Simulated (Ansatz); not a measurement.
The cell is built on a prototype and need not be the phase stable at ambient conditions.

By r2SCAN, the system below comes out a metal.

Without scattering a metal conducts by its projected Fermi surface.

```yaml
crystal:
  lattice:
    - [4.79998, 0.00000, 0.00000]
    - [-2.39999, 4.15691, 0.00000]
    - [2.39999, 1.38564, 1.95958]
  atoms:
    - { symbol: In, position: [0.00000, 0.00000, 0.00000] }
    - { symbol: P, position: [0.00000, 0.50000, 0.50000] }
```

Space group of this cell: Pm-3m, CsCl type. The cell was relaxed by PBE-D3(BJ); by r2SCAN its mean pressure is 2.0 GPa.

The current flows along the normal of the first two printed cell vectors. No spin-orbit coupling; the value is a mean over 0.1 eV about the Fermi level.

Question: Estimate the ballistic conductance per area that r2SCAN (Ansatz, a quantum-chemistry and plane-wave program) returns for this system.

Answer: 1.3 × 10¹⁵ S/m² for both spins.
